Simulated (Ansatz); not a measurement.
Start from GaSb in the zinc blende structure (space group F-43m, No. 216; a = 6.1335 Å). Axes: x, y, z lie along the cube axes.

The values are results of DFT with r2SCAN, PAW potentials and a 500 eV plane-wave cutoff in Ansatz (a program for electronic structure), no SOC, earlier PAW set, not measurements.

Before the change:

The band gap is 0.41 eV, the pressure comes out as 0.00 GPa and the gap character comes out as direct at Γ. The electron mass comes out as 0.023 mₑ (at Γ).

It is then changed as follows: the cell is compressed by 0.30 % along z with no lateral relaxation; the atoms relax in the strained cell.

**Question.** Estimate the effect on the band gap.

**Answer.** The band gap increases by 0.01 eV to 0.42 eV.

**Question.** How does this affect the pressure?

**Answer.** The pressure (mean of the normal stresses, compression positive) goes from zero to 0.16 GPa.

**Question.** Estimate the effect on the gap character.

**Answer.** The gap character stays direct at Γ.

**Question.** What happens to the electron mass?

**Answer.** The electron mass goes from 0.023 mₑ (at Γ) to 0.024 mₑ (at Γ).

Spin-orbit coupling, missing from the scalar runs, can matter with Sb. Masses are band curvatures over ±0.01 Å⁻¹ around the edge. Stability against distortions was not tested. k-point labels follow each cell's own Brillouin zone.
